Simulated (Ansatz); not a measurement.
A computed series for hypothetical diamond Sb: pressure series

Consider Sb in the diamond structure (space group Fd-3m, No. 227; a = 6.9863 Å; a hypothetical phase, not in the database extracts checked).

Cell and atoms are relaxed at each pressure.

Method: Ansatz (a program for electronic structure) PBE, no spin-orbit coupling.

| P (GPa) | V (Å³/atom) |
|---|---|
| -2.00 | 45.917 |
| -1.01 | 44.128 |
| 0.30 | 42.223 |
| 0.70 | 41.715 |
| 1.49 | 40.786 |
| 3.00 | 39.251 |
| 5.00 | 37.566 |
| 7.52 | 35.867 |
| 10.00 | 34.512 |

Question: Fit a third-order Birch–Murnaghan equation of state.

Answer: Least squares on P(V) = (3B₀/2)[(V₀/V)^(7/3) − (V₀/V)^(5/3)]·[1 + (3/4)(B₀′ − 4)((V₀/V)^(2/3) − 1)] gives V₀ = 42.61 Å³/atom, B₀ = 31 GPa and B₀′ = 4.0.

Load acts through the strain it causes; cell and atoms are relaxed under it. Stability against distortions was not tested. No other phases were tried under pressure.
